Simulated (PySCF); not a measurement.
PySCF 2.14.0, unrestricted B3LYP/def2-svp, df: Si(H)3(Cl) anion ([SiH3]Cl), charge -1, multiplicity 2, 5 atoms. The geometry is a generated start, not checked to be a minimum at this level.

```json
{
 "task": "energy",
 "method": "b3lyp",
 "basis": "def2-svp",
 "two_electron_scheme": "density fitting",
 "mol.max_memory": "3000 MB",
 "mf.max_cycle": "100",
 "mf.init_guess": "minao (default)",
 "mf.DIIS": "CDIIS (default)",
 "mf.diis_space": "8 (default)",
 "mf.conv_tol": "1e-09 (default)",
 "mf.grids.level": "3 (default)",
 "basis_functions": "51",
 "grid_points": "67488"
}
```

```xyz
5

Si    -0.1309    -0.0034    -0.0072
Cl     1.8770     0.0530     0.0700
H     -0.5189    -0.9854    -1.0131
H     -0.6064     1.3280    -0.3602
H     -0.6208    -0.3922     1.3105
```

Charge -1 and multiplicity 2 are set for this test and not shown to be the ground state.

One run each on 2 threads, 1 BLAS thread. Values of level_shift (Hartree) tried: 0 (default), 0.1, 0.3, 1.

How does the count of Fock builds change with level_shift (Hartree), and where is it least?

Fewest Fock builds: 0 (default) with 12. The count rises to 77 at 1. All converge to one solution.

```json
[
 {"level_shift (Hartree)": "0 (default)", "Fock builds": "12", "end": "same solution"},
 {"level_shift (Hartree)": "0.1", "Fock builds": "17", "end": "same solution"},
 {"level_shift (Hartree)": "0.3", "Fock builds": "30", "end": "same solution"},
 {"level_shift (Hartree)": "1", "Fock builds": "77", "end": "same solution"}
]
```
